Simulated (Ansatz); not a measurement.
The starting structures come from a database of crystals and need not be the phases stable at ambient conditions.

 Where the default PAW files enter, the runs use the earlier of Ansatz's two default sets.

The decay constant κ of evanescent states in the gap governs leakage through a thin film.

Consider the following.

```xyz
10
Lattice="5.5757 0.0000 0.0000 -2.7878 4.8287 0.0000 2.7878 1.6096 4.6444" Properties=species:S:1:pos:R:3 pbc="T T T"
Ta     0.0000     0.0000     0.0000
Ta     5.5757     3.2191     2.3222
Ag     2.7878     1.6096     1.1611
Ag     2.7878     4.8287     3.4833
O      4.0241     2.6873     3.4833
O      1.5515     3.7509     1.1611
O      6.8120     2.1414     3.4833
O     -1.2363     4.2969     1.1611
O      0.3152     4.8287     3.4833
O      5.2605     1.6096     1.1611
```

Space group of this cell: R-3c. The cell is taken as given; by r2SCAN its mean pressure is -6.8 GPa.

Transport runs along the normal of the first two printed cell vectors, the (001) plane of the conventional cell.

The gap is the functional's own. No spin-orbit coupling. Mid-gap values are interpolated on the energy grid.

Problem. Compute, with r2SCAN run with Ansatz (a first-principles code), the band gap and the smallest decay constant κ at mid-gap.

Solution. Gap 2.30 eV on a 8×8×8 mesh; κ = 0.275 1/Å, at (0.500, 0.000) of the in-plane reciprocal vectors. At the zone centre, at the nearest computed energy, the slowest state has κ = 0.28 1/Å.
